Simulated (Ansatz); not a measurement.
# Effect of pressure 0.9 GPa on BeS

The parent structure is BeS in the zinc blende structure (space group F-43m, No. 216; a = 4.796 Å).

One thing is altered: cell and atoms relaxed at a pressure of 0.9 GPa.

Computed with LDA (Ansatz, a program for electronic structure; PAW; 420 eV plane waves; without spin-orbit coupling). Γ-centred 12×12×12 mesh, Fermi–Dirac width 0.05 eV.

```csv
quantity,base,changed,shift
density,2.47 g/cm³,2.49 g/cm³,+0.02 g/cm³
lattice parameter a,4.796 Å,4.782 Å,-0.014 Å
shortest interatomic distance,2.077 Å,2.071 Å,-0.006 Å
band gap,2.82 eV,2.80 eV,-0.02 eV
gap character,"indirect, Γ → X","indirect, Γ → X",–
smallest direct gap,5.49 eV,5.49 eV,0.00 eV
electron mass,"0.80 mₑ along k, 0.28 mₑ across (at X)","0.80 mₑ along k, 0.27 mₑ across (at X)",–
"hole mass (degenerate bands, along [100])","0.34, 0.53, 0.53 mₑ (at Γ)","0.34, 0.52, 0.52 mₑ (at Γ)",–
```

Load acts through the strain it causes; cell and atoms are relaxed under it. Masses are band curvatures over ±0.01 Å⁻¹ around the edge. Along k means along the line from Γ to the band edge. Stability against distortions was not tested.
